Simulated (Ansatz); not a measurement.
# CuI: pressure series

Start from CuI in the zinc blende structure (space group F-43m, No. 216; a = 5.939 Å).

Cell and atoms are relaxed at each pressure.

Level of theory: PBEsol (Ansatz, a quantum-chemistry and plane-wave program, PAW, no SOC).

```
pressure (GPa)  volume per atom (Å³/atom)
--------------  -------------------------
0                                  26.189
0.9                                25.739
2.1                                25.199
4.5                                24.295
9                                       ?
15                                 21.720
22.5                               20.538
30                                 19.623
```

Task: Fit the third-order Birch–Murnaghan form P(V) = (3B₀/2)[(V₀/V)^(7/3) − (V₀/V)^(5/3)]·[1 + (3/4)(B₀′ − 4)((V₀/V)^(2/3) − 1)] (squares taken in P) to the rows shown and predict the withheld row.

Result: Least squares on the printed values gives V₀ = 26.184 Å³/atom, B₀ = 49.9 GPa, B₀′ = 5.1; this predicts 22.997 Å³/atom, and the run gives 22.994 Å³/atom, 0.003 lower.

Measured bulk modulus of CuI: 36.6 GPa (temperature not stated; as listed in Abhijith M. Gopakumar et al., Physical Chemistry Chemical Physics (2017)); the computed value is for a static lattice, so the two differ by thermal effects too. A miss this large can also come from another phase or magnetic state, or from a fault of the measured value.

Load acts through the strain it causes; cell and atoms are relaxed under it. Whether these cells are dynamically stable was not tested. Tetrahedral semiconductors of this kind turn to denser phases somewhere between about 1 and 50 GPa; those were not computed, so compressed cells here can lie past the real transition. The final runs are not spin-polarised.
